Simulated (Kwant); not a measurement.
System: wire with on-site disorder in a In0.53Ga0.47As two-dimensional gas. Effective mass 0.041 mₑ, grid spacing 9.4 nm, hard walls, nominal width 150 nm (15 grid rows, so walls 150.4 nm apart), one parabolic valley, scattering region 300 nm long along x; energies count from the band bottom; Fermi energy swept from 0.00020381 to 0.009594 eV. On-site energies in the scattering region are random, uniform within ±W/2, W = 0.057 eV, averaged over 12 samples.

Constants are typed, rounded textbook-type inputs, not results; the design itself was drawn at random and stands for no fabricated device.

Kwant, effective-mass tight-binding model on a square grid, one spin, coherent transport at 0 K. Conductance is in e²/h.

### Question
How many channels do the leads carry at E = 5.10, 8.78 meV?

### Answer
The hard-wall thresholds are n² ħ²π²/(2mW²) = n² × 0.405 meV with W = 150.4 nm. √(5.10/0.405) = 3.55, so 3. √(8.78/0.405) = 4.65, so 4.
